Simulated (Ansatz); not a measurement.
# CdS: uniaxial stress, 1 GPa tension along z

Start from CdS in the wurtzite structure (space group P6_3mc, No. 186; a = 4.1235 Å, c = 6.7111 Å). Axes: x lies along a and z along c of the hexagonal cell.

One thing is altered: uniaxial stress, 1 GPa tension along z; all other stress components relax to zero.

The values are results of DFT with PBEsol, PAW potentials and a 420 eV plane-wave cutoff in Ansatz (a first-principles code), no spin-orbit coupling, not measurements. k-mesh 9×9×5 (Γ-centred); smearing 0.05 eV (Fermi–Dirac).

The volume per atom increases by 0.128 Å³, from 24.71 Å³ to 24.83 Å³ and the space group remains P6_3mc (No. 186). The shortest interatomic distance increases by 0.006 bohr to 4.770 bohr and the energy grows by 1.1 meV/atom. The band gap decreases by 0.05 eV to 1.04 eV and the gap character stays direct at Γ. The width of the top valence band stays 1.74 eV and the electron mass changes from 0.11 mₑ along c, 0.12 mₑ across (at Γ) to 0.11 mₑ along z, 0.12 mₑ across (at Γ). The valence-band top at Γ (three highest levels, from the VBM) goes from 0.00, 0.00, -0.05 eV to 0.00, 0.00, -0.12 eV and the strain response (xx, yy, zz) comes out as (−0.47, −0.47, +1.47) %.

Final structure:

```
CELL_PARAMETERS angstrom
      4.10413     0.00000     0.00000
     -2.05206     3.55428     0.00000
      0.00000     0.00000     6.80962
ATOMIC_POSITIONS crystal
  Cd 0.66667 0.33333 0.99868
  Cd 0.33333 0.66667 0.49868
  S  0.66667 0.33333 0.62652
  S  0.33333 0.66667 0.12652
```

Masses are band curvatures over ±0.01 Å⁻¹ around the edge. Beyond what the load breaks, stability against distortions was not tested.
